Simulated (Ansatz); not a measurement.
# Effective masses and thermopower of BeTe (F-43m)

Consider the following.

```xyz
2
Lattice="0.0000 2.8286 2.8286 2.8286 0.0000 2.8286 2.8286 2.8286 0.0000" Properties=species:S:1:pos:R:3 pbc="T T T"
Be     0.0000     0.0000     0.0000
Te     4.2429     4.2429     4.2429
```

Level of theory: r2SCAN with spin-orbit coupling, rigid bands (plane waves, PAW; Ansatz, a program for electronic structure). Cell: cell and atoms relaxed with r2SCAN.

```yaml
band_gap: 2.09 eV
electron conductivity mass (300 K, dilute): 0.38 mₑ
hole conductivity mass (300 K, dilute): 0.40 mₑ
effective density of states N_c (300 K): 2.8e19 cm⁻³
effective density of states N_v (300 K): 1.3e19 cm⁻³
density_of_states_mass_electrons: 1.08 mₑ
density_of_states_mass_holes: 0.65 mₑ
Seebeck coefficient, n-type 1e19 cm⁻³, 300 K: -304 μV/K
best n-type power factor at 300 K for τ = 10 fs (best axis; densities from 1e16 to 1e21 cm⁻³ tried, whether or not they can be reached): 11.7 μW/(cm·K²) at 1e20 cm⁻³
Seebeck coefficient, p-type 1e19 cm⁻³, 300 K: 246 μV/K
best p-type power factor at 300 K for τ = 10 fs (best axis; densities from 1e16 to 1e21 cm⁻³ tried, whether or not they can be reached): 5.5 μW/(cm·K²) at 3e19 cm⁻³
```

Rigid bands; masses and Seebeck coefficients take one relaxation time τ for all states and one kind of carrier; polarons and phonon drag are left out.
